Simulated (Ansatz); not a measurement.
Cd on the Si site in silicon: one set of geometries, relaxed with PBE, evaluated in Ansatz (PAW, plane waves to 420 eV, 500 eV under r2SCAN) with PBE, r2SCAN.

Cell and caveats: 64-site cell; 2×2×2 shifted k-points; start: the Si site; energies good to tenths of an eV.

| quantity | PBE | r2SCAN |
|---|---|---|
| host gap (eV) | 0.61 | 0.79 |
| ε(+1/0) above the VBM (eV) | not bound | not settled |
| largest moment on one atom at charge −1 (μB) | 0.08 | 0.10 |

PBE narrows the gap by 0.18 eV against r2SCAN, the highest level run.

"Not bound" means that the carrier spreads over host band states in this cell; a shallow level, bound over tens of ångströms, can't be resolved here.

Ansatz is a program for electronic structure.
